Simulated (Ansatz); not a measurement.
Results of r²SCAN (plane waves, PAW; Ansatz, a program for electronic structure) for CsCl-type GaNi.

Numerical settings: plane-wave cutoff 500 eV, 20×20×20 k mesh, Fermi–Dirac smearing 0.1 eV, no spin polarisation, scalar-relativistic PAW data made under PBE.

Computed at the level's own relaxed cell.

Task: What does this level give for the volume per atom and lattice parameter a?

Result: 
- volume per atom: 11.92 Å³/atom
- lattice parameter a: 2.878 Å

The run finds no gap.
